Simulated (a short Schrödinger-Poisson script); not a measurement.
**MOS inversion layer, SiO2 on p-type Si(100)**

Stack: MOS inversion layer, SiO2 on p-type Si(100), at 300 K.

```tsv
layer	material	thickness (nm)	Na (cm⁻³)
1	SiO2	0.8	-
2	Si	430	1e18
```

The device is made up for the run: typed textbook-type constants, with dimensions and the other settings drawn at random. SiO2: permittivity 3.9, conduction-band edge (eV) 3.15, gap (eV) 9, electron mass (mₑ) 0.5. Si: permittivity 11.7, conduction-band edge (eV) 0, gap (eV) 1.124, Nv at 300 K (cm⁻³) 3.1e19.

Channel valleys (confinement mass, in-plane density-of-states mass, number): Δ2 0.916, 0.19, 2; Δ4 0.19, 0.417, 4. At the gate the conduction-band edge of layer 1 lies 3.56 eV − eVg above the Fermi level of the channel; the field vanishes at the back. Gaps are held at their typed values at every temperature. Mesh 0.03 nm at interfaces.

Solved with a short Schrödinger-Poisson script written for these runs: 1D Poisson equation in equilibrium, electrons quantum, Hartree (BenDaniel-Duke, 12 states a valley, the channel's in-plane mass for all, wave functions ending at the dielectric), parabolic valleys, classical holes, full ionisation, no traps, pinning or gate leakage.

| Vg (V) | electrons (cm⁻²) | C (μF/cm²) | Δ2 E0 (meV) | Δ2 E1 (meV) | Δ4 E0 (meV) | Δ4 E1 (meV) |
|---|---|---|---|---|---|---|
| 0.25 | 2.42e6 | 0.312 | 378.9 | 454.1 | 448.3 | 569.9 |
| 0.3 | 1.31e7 | 0.303 | 334.7 | 411.7 | 405.7 | 530.4 |
| 0.35 | 7.20e7 | 0.295 | 290.3 | 369.0 | 362.9 | 490.5 |
| 0.4 | 3.97e8 | 0.289 | 245.7 | 326.1 | 319.8 | 450.3 |
| 0.45 | 2.20e9 | 0.291 | 201.1 | 283.0 | 276.6 | 409.9 |
| 0.5 | 1.21e10 | 0.333 | 156.8 | 240.2 | 233.7 | 369.6 |
| 0.55 | 6.18e10 | 0.546 | 114.2 | 199.2 | 192.6 | 330.9 |
| 0.6 | 2.44e11 | 1.10 | 77.9 | 164.7 | 158.1 | 298.7 |
| 0.65 | 6.41e11 | 1.70 | 51.7 | 140.7 | 134.2 | 276.6 |
| 0.7 | 1.21e12 | 2.09 | 33.5 | 125.0 | 118.7 | 262.7 |
| 0.75 | 1.89e12 | 2.32 | 20.0 | 114.2 | 108.1 | 253.4 |
| 0.8 | 2.62e12 | 2.48 | 9.1 | 106.1 | 100.2 | 246.8 |
| 0.85 | 3.41e12 | 2.58 | 0.0 | 99.6 | 94.0 | 241.7 |
| 0.9 | 4.22e12 | 2.66 | -8.1 | 94.3 | 88.9 | 237.6 |
| 0.95 | 5.05e12 | 2.72 | -15.4 | 89.7 | 84.5 | 234.2 |
| 1 | 5.91e12 | 2.77 | -22.2 | 85.6 | 80.6 | 231.3 |
| 1.05 | 6.77e12 | 2.81 | -28.5 | 82.0 | 77.2 | 228.7 |
| 1.1 | 7.65e12 | 2.84 | -34.6 | 78.6 | 74.0 | 226.5 |
| 1.15 | 8.54e12 | 2.87 | -40.4 | 75.5 | 71.0 | 224.4 |
| 1.2 | 9.44e12 | 2.90 | -46.0 | 72.6 | 68.3 | 222.5 |
| 1.25 | 1.03e13 | 2.92 | -51.5 | 69.9 | 65.6 | 220.8 |

Subbands count from the Fermi level.
